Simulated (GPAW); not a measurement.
A self-consistent single point of VOF3 (C2, 10 atoms in the cell) with GPAW.

Computed with BLYP, GPAW PAW datasets BLYP (made by gpaw-setup) (plane waves; GPAW).

```
CELL_PARAMETERS angstrom
      4.71914    -2.89276     0.00000
      4.71914     2.89276     0.00000
     -0.15273     0.00000     4.86700
ATOMIC_POSITIONS crystal
  V  0.66884 0.33116 0.50000
  V  0.36319 0.63681 0.00000
  O  0.67418 0.50618 0.20672
  O  0.49382 0.32582 0.79328
  F  0.73906 0.01880 0.36710
  F  0.98120 0.26094 0.63290
  F  0.51006 0.71932 0.68996
  F  0.28068 0.48994 0.31004
  F  0.27740 0.96776 0.10287
  F  0.03224 0.72260 0.89713
```

Reference input (self-consistent single point, DFT LDA (Perdew-Wang 92), plane waves, GPAW PAW datasets LDA (gpaw-data 1.0.1)): mode = pw; ecut = 950 eV; xc = LDA; kpts = 3 3 3; mesh shift (steps) = 0 0 0; occupations.name = methfessel-paxton; occupations.width = 0.05 eV; occupations.order = 0; nbands = -6; convergence.forces = 0.001 eV/Å; convergence.bands = -4; symmetry.symmorphic = false. This run's input differs from it in these lines:

```diff
@@ -21,3 +21,3 @@
 calc = GPAW(mode=PW(950),
-            xc='LDA',
+            xc='BLYP',
             kpts=(3, 3, 3),
```

Its files differ too (potentials: GPAW PAW datasets BLYP (made by gpaw-setup)).

Output (repeated stretches shortened):

```
     iter     time        total  log10-change:
                         energy   eigst   dens  force
iter:   1 --:--:--   -74.068503   +0.52
iter:   2 --:--:--   -69.445309   -0.50  -1.07
iter:   3 --:--:--   -65.069872   +0.48  -1.12
iter:   4 --:--:--   -62.252740   -1.02  -1.30
iter:   5 --:--:--   -62.328732   -1.34  -1.48
iter:   6 --:--:--   -61.924195   -1.00  -1.46
iter:   7 --:--:--   -61.917630   -1.56  -1.78
iter:   8 --:--:--   -61.900303c  -1.25  -1.93
iter:   9 --:--:--   -61.862347   -1.30  -2.06
iter:  10 --:--:--   -61.826792   -2.17  -2.10
iter:  11 --:--:--   -61.780231   -1.68  -2.22
   [... lines left out ...]
iter:  19 --:--:--   -61.777159c  -4.07  -3.25
iter:  20 --:--:--   -61.777129c  -4.61  -3.52
iter:  21 --:--:--   -61.777127c  -5.18  -3.57
iter:  22 --:--:--   -61.777146c  -5.26  -3.60
iter:  23 --:--:--   -61.777120c  -5.12  -3.83
iter:  24 --:--:--   -61.777120c  -6.13  -4.26c
iter:  25 --:--:--   -61.777120c  -5.73  -4.29c
iter:  26 --:--:--   -61.777120c  -5.93  -4.40c
iter:  27 --:--:--   -61.777119c  -7.11  -4.48c
iter:  28 --:--:--   -61.777119c  -7.63c -4.66c
iter:  29 --:--:--   -61.777119c  -7.80c -4.70c -2.40
iter:  30 --:--:--   -61.777118c  -7.58c -4.75c -2.91
iter:  31 --:--:--   -61.777119c  -8.32c -4.89c -3.16c
Converged after 31 iterations.

Dipole moment: (0.000000, 1.659624, -0.000000) |e|*Ang

Energy contributions relative to reference atoms: (reference = -72041.975040)

Kinetic:        +69.345038
Potential:      -79.899191
External:        +0.000000
XC:             -51.188177
Entropy (-ST):   -0.000000
Local:           -0.034788
SIC:             +0.000000
--------------------------
Free energy:    -61.777119
Extrapolated:   -61.777119

Showing only first 2 kpts
 Kpt  Band  Eigenvalues  Occupancy
  0    38     -1.08407    2.00000
  0    39     -0.68117    2.00000
  0    40      1.66155    0.00000
  0    41      1.69252    0.00000

  1    38     -1.17256    2.00000
  1    39     -0.76517    2.00000
  1    40      1.61951    0.00000
  1    41      1.74421    0.00000

Fermi level: 0.91928

Gap: 2.241 eV
Transition (v -> c):
   [... lines left out ...]
Direct gap: 2.343 eV
   [... lines left out ...]
  4 F    -0.19093   -0.17840   -0.17377
  5 F     0.19093   -0.17840    0.17377
  6 F     0.47925    0.19754   -0.28196
  7 F    -0.47925    0.19754    0.28196
  8 F     0.39322    0.38768    0.04328
  9 F    -0.39322    0.38768   -0.04328

Stress tensor:
    -0.026893     0.000000     0.001167
     0.000000    -0.029606    -0.000000
     0.001167    -0.000000    -0.031542
Stress (GPa, Voigt): [-4.3088 -4.7434 -5.0536 -0.      0.1869  0.    ]
```

The run converged in 31 iterations. GPAW prints stress with tension positive. Against the reference run the largest force goes from 0.744 to 0.590 eV/Å and the gap on the mesh goes from 2.211 to 2.241 eV.

At such cutoffs GPAW's stress carries a finite-basis (Pulay) error, which enters relaxed cells too; its log prints stress with tension positive.

The starting cell comes from a database of computed structures (which also holds hypothetical and non-ambient phases and stackings), without a prior relaxation at this level. Its lattice was rescaled by a random factor within 2.5 % of one.

Cost on one core of a shared machine: roughly 4 min.
